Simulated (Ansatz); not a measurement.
Base system: ZnO in the wurtzite structure (space group P6_3mc, No. 186; a = 3.230 Å, c = 5.215 Å). Axes: x lies along a and z along c of the hexagonal cell.

Level of theory: Kohn–Sham DFT with the PBEsol functional, run in Ansatz (an electronic-structure program) with PAW and 420 eV plane waves, no SOC.

Before the change:

* **Band gap**: 0.70 eV

It is then changed as follows: a free-standing slab of 4 layers (16 atoms, 4 a layer) is cut normal to the y axis, with 15 Å of vacuum and the in-plane cell held at bulk.

Task: Predict the new band gap.

Result: The band gap increases by 0.172 eV to 0.88 eV.

Task: Estimate the effect on the gap character.

Result: The gap character is direct at Γ.

Whether these cells are dynamically stable was not tested. k-point labels follow each cell's own Brillouin zone.
